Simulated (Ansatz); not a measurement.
Consider GaCuSe2 in the chalcopyrite structure (space group I-42d, No. 122).

```yaml
crystal:
  lattice:
    - [-2.78502, 2.78502, 5.53739]
    - [2.78502, -2.78502, 5.53739]
    - [2.78502, 2.78502, -5.53739]
  atoms:
    - { symbol: Ga, position: [0.50000, 0.50000, 0.00000] }
    - { symbol: Ga, position: [0.25000, 0.75000, 0.50000] }
    - { symbol: Cu, position: [0.00000, 0.00000, 0.00000] }
    - { symbol: Cu, position: [0.75000, 0.25000, 0.50000] }
    - { symbol: Se, position: [0.87500, 0.88320, 0.50820] }
    - { symbol: Se, position: [0.11680, 0.62500, 0.99180] }
    - { symbol: Se, position: [0.37500, 0.36680, 0.49180] }
    - { symbol: Se, position: [0.63320, 0.12500, 0.00820] }
```

Cartesian axes are those of the cell as printed.

The values are results of PBEsol in Ansatz (plane waves to 420 eV, PAW, no spin-orbit coupling), not measurements.

Before the change:

The band gap comes out as 0.12 eV. The gap character comes out as direct at Γ and the width of the top valence band comes out as 1.02 eV.

Now apply this change: compressive biaxial strain of 2.25 % in the plane normal to [001], as in epitaxy on a mismatched substrate; the out-of-plane cell vector and the atoms relax.

### Question
Predict the new band gap.

### Answer
The band gap rises by 0.07 eV (0.12 eV → 0.19 eV).

### Question
How does this affect the gap character?

### Answer
The gap character remains direct at Γ.

### Question
How does this affect the energy relative to the base?

### Answer
The energy rises by 6.0 meV/atom.

### Question
How does this affect the width of the top valence band?

### Answer
The width of the top valence band decreases by 0.04 eV to 0.98 eV.

### Question
What happens to the in-plane stress?

### Answer
The mean in-plane stress (compression positive) comes out as +2.0 GPa.

Whether these cells are dynamically stable was not tested. The final runs are not spin-polarised. A zero or small gap of GaCuSe2 can be the functional's error rather than a property of the material.

Ansatz is a quantum-chemistry and plane-wave program.
